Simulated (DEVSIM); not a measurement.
Structure: illuminated GaAs p-on-n cell, one wavelength, at 300 K.

| layer (left to right) | material | thickness (μm) | Nd (cm⁻³) | Na (cm⁻³) | τn (s) | τp (s) | absorption coefficient (cm⁻¹) |
|---|---|---|---|---|---|---|---|
| 1 | GaAs | 0.0560 | - | 5.3e17 | 1.6e-10 | 7.1e-10 | 28000 |
| 2 | GaAs | 3.70 | 1.6e15 | - | 9.7e-9 | 9.7e-9 | 28000 |

Left contact: ohmic, minority electron recombination velocity 10 cm/s. Right contact: ohmic, minority hole recombination velocity 10000 cm/s. Voltage is applied to the left contact. Recombination: SRH at mid-gap, radiative, Auger. Light enters at the left, 4.1e17 photons cm⁻² s⁻¹, one pass, no reflection. Mobility is constant in doping.

Constants are typed, rounded textbook-type inputs, not results; the design itself was drawn at random and stands for no fabricated device. Values at 300 K.

```
parameter        GaAs
-------------  ------
gap (eV)        1.424
affinity (eV)    4.07
permittivity     12.9
Nc (cm⁻³)      4.7e17
Nv (cm⁻³)        9e18
μn (cm²/Vs)      8500
μp (cm²/Vs)       400
B (cm³/s)       2e-10
Cn (cm⁶/s)      1e-30
Cp (cm⁶/s)      1e-30
```

DEVSIM, 1D drift-diffusion, Boltzmann statistics, complete ionisation; no tunnelling, impact ionisation, image-force lowering or self-heating.

Task: Tabulate band edges, carrier densities and field at -2.0 V on the left contact, in the dark.

Result: Energies count from the Fermi level of the right contact; mesh points crowd at the junctions.

```tsv
x (μm)	Ec (eV)	Ev (eV)	n (cm⁻³)	p (cm⁻³)	field (V/cm)
0.000	3.351	1.927	< 1e2	5.3e17	-12
0.01230	3.351	1.927	< 1e2	5.3e17	-48
0.02417	3.351	1.927	< 1e2	5.3e17	-360
0.03682	3.349	1.925	< 1e2	5.0e17	-3000
0.05355	3.325	1.901	< 1e2	2.0e17	-38000
0.06663	3.269	1.845	< 1e2	2.2e16	-39000
0.08612	3.195	1.771	< 1e2	1.3e15	-37000
0.1354	3.017	1.593	< 1e2	1.3e12	-36000
0.1999	2.791	1.367	< 1e2	2.1e8	-34000
0.2937	2.479	1.055	< 1e2	1900	-32000
0.4565	1.985	0.561	< 1e2	630	-29000
0.8409	1.054	-0.370	< 1e2	360	-20000
1.344	0.337	-1.087	1.0e12	< 1e2	-8600
2.051	0.148	-1.276	1.5e15	< 1e2	-84
2.873	0.147	-1.277	1.6e15	< 1e2	≈ 0
3.220	0.147	-1.277	1.6e15	< 1e2	≈ 0
3.421	0.147	-1.277	1.6e15	< 1e2	≈ 0
3.559	0.147	-1.277	1.6e15	< 1e2	≈ 0
3.664	0.147	-1.277	1.6e15	< 1e2	≈ 0
3.709	0.147	-1.277	1.6e15	< 1e2	≈ 0
3.734	0.147	-1.277	1.6e15	< 1e2	≈ 0
3.756	0.147	-1.277	1.6e15	< 1e2	≈ 0
```
